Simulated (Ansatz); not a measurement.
## CdSe, response to strain

Base system: CdSe in the zinc blende structure (space group F-43m, No. 216; a = 6.007 Å).

Strains are applied to the cell and any free atomic positions relax.

The values are results of DFT with LDA, PAW potentials and a 420 eV plane-wave cutoff in Ansatz (an electronic-structure program), spin-orbit coupling left out, not measurements.

| isotropic strain (%) | band gap (eV) |
|---|---|
| -3 | 0.58 |
| -2.5 | 0.55 |
| -1.5 | 0.49 |
| -1 | ? |
| 0 | 0.41 |
| 1 | 0.35 |
| 1.5 | 0.32 |
| 2 | 0.29 |
| 2.5 | 0.26 |

Question: Fit E_g = E₀ + Dε (ε in %) to the rows shown and predict the withheld row.

Answer: Least squares on the printed values gives E₀ = 0.41 eV, D = -57.7 meV per % of strain (largest residual 0.00 eV); this predicts 0.46 eV, and the run gives 0.46 eV, in agreement.

Stability against distortions was not tested. The zero or small gap of CdSe under isotropic strain +2.00 % and CdSe under isotropic strain +2.50 % can change with the level of theory.
